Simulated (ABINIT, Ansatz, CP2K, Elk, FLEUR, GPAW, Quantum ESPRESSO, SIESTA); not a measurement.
Code comparison for InP (F-43m, 2 atoms in the cell)

Self-consistent single point, at a second geometry (lattice scaled by 0.98). First geometry:

```yaml
crystal:
  lattice:
    - [0.00000, 3.01072, 3.01072]
    - [3.01072, 0.00000, 3.01072]
    - [3.01072, 3.01072, 0.00000]
  atoms:
    - { symbol: In, position: [0.00000, 0.00000, 0.00000] }
    - { symbol: P, position: [0.25000, 0.25000, 0.25000] }
```

Shared settings, as Ansatz (a program for electronic structure) writes them: kpoints.mp_grid.grid = 5 5 5; scf.occupations.method = fermi_dirac; scf.occupations.width = 0.0007 Ry. Potentials and cutoffs stand in the table.

```json
[
 {"code": "FLEUR", "model": "PBE, all-electron FLAPW (FLEUR), scalar-relativistic valence", "ΔF from the first geometry (meV/atom)": "1.1", "pressure (GPa)": "–", "gap on the mesh (eV)": "0.596", "cutoff": "Kmax 4 1/bohr"},
 {"code": "Ansatz", "model": "PBE, default PAW files", "ΔF from the first geometry (meV/atom)": "-0.2", "pressure (GPa)": "1.87", "gap on the mesh (eV)": "0.598", "cutoff": "default"},
 {"code": "Quantum ESPRESSO", "model": "PBE, PSlibrary PAW (PBE) pseudopotentials", "ΔF from the first geometry (meV/atom)": "1.3", "pressure (GPa)": "1.17", "gap on the mesh (eV)": "0.593", "cutoff": "50 Ry"},
 {"code": "CP2K", "model": "PBE, GPW, DZVP-MOLOPT-SR-GTH basis, GTH-PBE potentials (GTH_POTENTIALS)", "ΔF from the first geometry (meV/atom)": "4.2", "pressure (GPa)": "2.40", "gap on the mesh (eV)": "0.563", "cutoff": "grid 500 Ry"},
 {"code": "Elk", "model": "PBE, all-electron FP-LAPW, Elk's shipped species files, APW+lo basis with extra local orbitals", "ΔF from the first geometry (meV/atom)": "3.6", "pressure (GPa)": "–", "gap on the mesh (eV)": "0.558", "cutoff": "rgkmax 7.5"},
 {"code": "ABINIT", "model": "PBE, PAW (JTH v2.0 PBE PAW)", "ΔF from the first geometry (meV/atom)": "0.2", "pressure (GPa)": "1.73", "gap on the mesh (eV)": "0.581", "cutoff": "21 Ha"},
 {"code": "GPAW", "model": "PBE, GPAW PAW datasets PBE (gpaw-data 1.0.1)", "ΔF from the first geometry (meV/atom)": "-2.5", "pressure (GPa)": "1.52", "gap on the mesh (eV)": "0.594", "cutoff": "550 eV"},
 {"code": "SIESTA", "model": "GGA PBE, numerical atomic orbitals DZP, PseudoDojo PBE standard norm-conserving potentials (rewritten from UPF to PSML)", "ΔF from the first geometry (meV/atom)": "-4.8", "pressure (GPa)": "1.68", "gap on the mesh (eV)": "0.774", "cutoff": "grid 300 Ry"}
]
```

For Quantum ESPRESSO (by 0.8 GPa) the energy change implies a higher mean pressure, against the two pressures, than for the other programs: a sign of finite-basis (Pulay) stress.

A dash marks a value that a program does not give, or that is left out as unsure.

Gaps are read on the mesh.

The spread over the programs that give each value: ΔF from the first geometry within 9.0 meV/atom; pressure within 1.23 GPa; gap on the mesh within 0.216 eV.

CP2K and SIESTA use small atom-centred bases, whose incompleteness enters pressures, forces and empty levels differently from a plane-wave cutoff. FLEUR and Elk treat all electrons, but the usual bases taken here (sphere radii, linearisation, local orbitals, empty states) were not tested for convergence, so the values are no reference for the others. Ansatz's pressure is given at a fixed set of plane waves, as the other plane-wave codes print theirs; with its correction for the finite basis it is 1.90 GPa. In the gap, SIESTA (by 0.180) lies more than 0.12 eV from the median of the plane-wave programs.

The starting cell comes from a database of computed structures (which also holds hypothetical and non-ambient phases and stackings), without a prior relaxation at this level. Its lattice was rescaled by a random factor within 2.5 % of one. For this run, on top of that: lattice scaled by 0.98.

Keys are those of Ansatz 0.2.
